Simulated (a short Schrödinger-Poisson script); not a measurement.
System: MOS inversion layer, SiO2 on p-type Si(100), at 400 K.

From the gate side: 1.6 nm SiO2; 1600 nm Si, acceptors 7.4e16 cm⁻³.

Constants are typed, rounded textbook-type inputs, not results; the design itself was drawn at random and stands for no fabricated device. SiO2: permittivity 3.9, conduction-band edge (eV) 3.15, gap (eV) 9, electron mass (mₑ) 0.5. Si: permittivity 11.7, conduction-band edge (eV) 0, gap (eV) 1.124, Nv at 300 K (cm⁻³) 3.1e19.

Channel valleys (confinement mass, in-plane density-of-states mass, number): Δ2 0.916, 0.19, 2; Δ4 0.19, 0.417, 4. At the gate the conduction-band edge of layer 1 lies 3.33 eV − eVg above the Fermi level of the channel; the field vanishes at the back. Gaps are held at their typed values at every temperature. Mesh 0.03 nm at interfaces.

From a short Schrödinger-Poisson script (our own, NumPy): 1D Poisson equation in equilibrium, electrons quantum, Hartree (BenDaniel-Duke, 12 states a valley, the channel's in-plane mass for all, wave functions free to enter the dielectric), parabolic valleys, classical holes, full ionisation, no traps, pinning or gate leakage.

```tsv
Vg (V)	electrons (cm⁻²)	C (μF/cm²)	Δ2 E0 (meV from the Fermi level)	Δ4 E0 (meV from the Fermi level)
-0.05	2.09e9	0.106	325.6	349.8
0	7.75e9	0.124	279.4	304.3
0.05	2.76e10	0.193	234.5	260.2
0.1	8.78e10	0.367	193.2	220.0
0.15	2.24e11	0.630	159.0	187.4
0.2	4.48e11	0.875	132.8	163.3
0.25	7.44e11	1.06	112.7	145.8
0.3	1.09e12	1.19	96.9	132.5
0.35	1.47e12	1.29	84.0	122.2
0.4	1.89e12	1.36	73.1	113.8
0.45	2.32e12	1.42	63.7	106.9
0.5	2.77e12	1.47	55.4	100.9
0.55	3.23e12	1.51	47.9	95.8
0.6	3.71e12	1.54	41.2	91.2
0.65	4.19e12	1.57	35.1	87.2
0.7	4.69e12	1.60	29.4	83.5
0.75	5.19e12	1.62	24.2	80.2
0.8	5.70e12	1.64	19.2	77.1
0.85	6.21e12	1.66	14.6	74.3
0.9	6.73e12	1.67	10.2	71.6
0.95	7.25e12	1.68	6.0	69.1
```

Q: At Vg = 0.95 V the lowest Δ2 subband lies at 6.0 meV from the Fermi level. How many electrons does it hold, and what share of all?

A: The two-dimensional density of states is g m/(πħ²) = 1.59e11 cm⁻² meV⁻¹ (both spins), kT = 34.5 meV, so n = D kT ln(1 + exp(−E/kT)) = 3.34e12 cm⁻², 0.46 of the 7.25e12 cm⁻² in all.

Q: Compare the slope of the sheet density between 0.85 and 0.95 V with the geometric capacitance of the layers between gate and channel.

A: q Δn/ΔV = 1.67 μF/cm²; ε0/Σ(t/ε) = 2.16 μF/cm². The ratio is 0.77: the channel acts as a further capacitance in series.
